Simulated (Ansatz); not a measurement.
Start from TiO2 in the rutile structure (space group P4_2/mnm, No. 136; a = 4.5912 Å, c = 2.9390 Å). Axes: x, y, z lie along a, b, c of the conventional cell.

The values are results of PBEsol (Ansatz, a first-principles code, PAW, without spin-orbit coupling), not measurements.

For the base:

- Electron mass: 0.54 mₑ along c, 1.1 mₑ across (at Γ)
- Band gap: 1.87 eV
- Pressure: 0.00 GPa

One thing is altered: uniaxial strain ε_zz = −3.00 %, all other strain components held at zero; the atoms relax in the strained cell.

What happens to the electron mass?

The electron mass changes from 0.54 mₑ along c, 1.1 mₑ across (at Γ) to 0.50 mₑ along z, 1.0 mₑ across (at Γ).

Estimate the effect on the energy relative to the base.

The energy grows by 15 meV/atom.

Predict the new band gap.

The band gap rises by 0.05 eV (1.87 eV → 1.92 eV).

How does this affect the pressure?

The pressure (mean of the normal stresses, compression positive) goes from zero to 8.91 GPa.

How does this affect the largest internal atomic displacement?

The largest internal atomic displacement is 0.010 Å.

Effective masses come from finite differences of ±0.01 Å⁻¹. Stability against distortions was not tested. The final runs are not spin-polarised.
